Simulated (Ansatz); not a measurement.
Defect migration in silicon: Ga-vacancy pair (Ga on one host Si site, one Si site vacant), charge state +1. The step: direct exchange of Ga with the vacancy (Ga-vacancy distance between ideal sites 2.37 Å throughout); the atom moves 2.78 Å along (0.29, -0.29, -0.29) of the unit cell; the moving atom starts with neighbours 3 Si at 2.39 Å and ends with 3 Si at 2.39 Å. DFT values are from Ansatz (plane-wave PAW, 420 eV unless said) in a cell of 64 host sites, spin-restricted, static, with no finite-size correction. The charge state is imposed; whether it is stable for some Fermi level was not computed. Forms of the defect that were not tried may lie lower. For the PBE band: the program found a first-order saddle point.

```json
[
 {"Level": "CHGNet universal potential (has no charge state), its own band", "Forward barrier (eV)": "0.42", "Cost of the band or of the saddle's single point": "-"},
 {"Level": "PBE, a 2×2×2 k-point mesh shifted by half a step, band relaxed", "Forward barrier (eV)": "0.27", "Cost of the band or of the saddle's single point": "about 100 core-minutes (a rough figure)"},
 {"Level": "PBE, a 3×3×3 k-point mesh shifted by half a step, same geometries", "Forward barrier (eV)": "0.23", "Cost of the band or of the saddle's single point": "very roughly 8 core-minutes"},
 {"Level": "r2SCAN at 500 eV, a 2×2×2 k-point mesh shifted by half a step, same geometries", "Forward barrier (eV)": "(withheld)", "Cost of the band or of the saddle's single point": "very roughly 5 core-minutes"}
]
```

Q: Complete the blanks.

A: 
- r2SCAN at 500 eV, a 2×2×2 k-point mesh shifted by half a step, same geometries, Forward barrier (eV): 0.51

Ansatz is a first-principles code.
